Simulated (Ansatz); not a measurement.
Take BiSb in the zinc blende structure (space group F-43m, No. 216; a = 7.143 Å; a hypothetical phase, not in the database extracts checked) as the base.

(Cell as relaxed with PBE.)

Levels (all Ansatz, a quantum-chemistry and plane-wave program, PAW): PBE (420 eV, without spin-orbit coupling); r2SCAN (500 eV, no spin-orbit coupling).

Each level relaxes its own structure.

```tsv
quantity	PBE	r2SCAN
volume per atom	45.55 Å³	44.60 Å³
lattice parameter a	7.143 Å	7.093 Å
band gap	zero	zero
```

PBE's volume per atom lies 0.95 Å³ above r2SCAN's (2.1 %); PBE's lattice parameter a lies 0.050 Å above r2SCAN's (0.7 %); the two agree on the band gap. Neither level is exact; r2SCAN is the comparison here, not a measurement.

Stability against distortions was not tested. All final runs are without spin polarisation.
